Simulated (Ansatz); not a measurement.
The structure below was relaxed with Ansatz (a program for electronic structure), PBEsol, PAW, cutoff 420 eV, no spin-orbit coupling.

```yaml
crystal:
  lattice:
    - [4.10011, 0.00000, 0.00000]
    - [0.00000, 4.10011, 0.00000]
    - [0.00000, 0.00000, 7.99861]
  atoms:
    - { symbol: P, position: [0.00000, 0.00000, 0.00000] }
    - { symbol: N, position: [0.00000, 0.00000, 0.50000] }
    - { symbol: Cu, position: [0.50000, 0.00000, 0.00000] }
    - { symbol: Cu, position: [0.50000, 0.00000, 0.50000] }
    - { symbol: Cu, position: [0.00000, 0.00000, 0.27021] }
    - { symbol: Cu, position: [0.00000, 0.00000, 0.72979] }
    - { symbol: Cu, position: [0.00000, 0.50000, 0.00000] }
    - { symbol: Cu, position: [0.00000, 0.50000, 0.50000] }
```

Problem. Find the space group and the Wyckoff positions.

Solution. Space group P4/mmm (No. 123); a = b = 4.100 Å, c = 7.999 Å, α = β = γ = 90.00°

```csv
atom,site,symmetry,x,y,z
P,1a,4/mmm,0.0000,0.0000,0.0000
N,1b,4/mmm,0.0000,0.0000,0.5000
Cu,2f,mmm.,0.0000,0.5000,0.0000
Cu,2e,mmm.,0.0000,0.5000,0.5000
Cu,2g,4mm,0.0000,0.0000,0.2702
```

Problem. Describe the coordination.

Solution. The crystal has 8 atoms in its conventional cell. Cell: a = b = 4.100 Å, c = 7.999 Å, α = β = γ = 90.00°. P has 4 Cu at 2.050 Å and 2 Cu at 2.161 Å (octahedral). N sees 2 Cu at 1.838 Å and 4 Cu at 2.050 Å (octahedral). Cu1 has 2 P at 2.050 Å (linear). Cu2 sees 2 N at 2.050 Å and 4 Cu at 2.899 Å. Cu3 is surrounded by 1 N at 1.838 Å and 1 P at 2.161 Å (linear). (Neighbours: up to the widest gap in distance over summed covalent radii, below 1.35, at either atom; cation-cation and far metal-metal contacts left out.)

Each cell is one ordered arrangement of few atoms, which overstates ordering effects compared with a random alloy. Whether these cells are dynamically stable was not tested. All final runs are without spin polarisation. The cell was made from Cu3N by this change: x(P) = 0.5, 8 atoms, P4/mmm.
